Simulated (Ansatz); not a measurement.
Start from CdS in the wurtzite structure (space group P6_3mc, No. 186; a = 4.074 Å, c = 6.637 Å).

All numbers come from LDA in Ansatz (plane waves to 420 eV, PAW, scalar-relativistic without spin-orbit coupling).

Strains are applied to the cell and any free atomic positions relax.

One change was made to it. Results:

| quantity | base | after |
|---|---|---|
| gap character | direct at Γ | direct at Γ |
| mean gap deformation potential ΔEg/Δln V | – | -2.2 eV |
| width of the top valence band | 1.87 eV | 1.93 eV |
| energy relative to the base (free energy F) | 0 meV/atom | +1.7 meV/atom |

Question: Name the change that was made.
A. isotropic strain −1.20 %
B. isotropic strain −0.60 %
C. isotropic strain −3.00 %
D. isotropic strain −1.80 %

Answer: B, isotropic strain −0.60 %. For comparison, the energy relative to the base in the other runs: isotropic strain −1.20 % gives +6.8 meV/atom; isotropic strain −3.00 % gives +46 meV/atom; isotropic strain −1.80 % gives +16 meV/atom.

Stability against distortions was not tested.

Ansatz is an electronic-structure program.
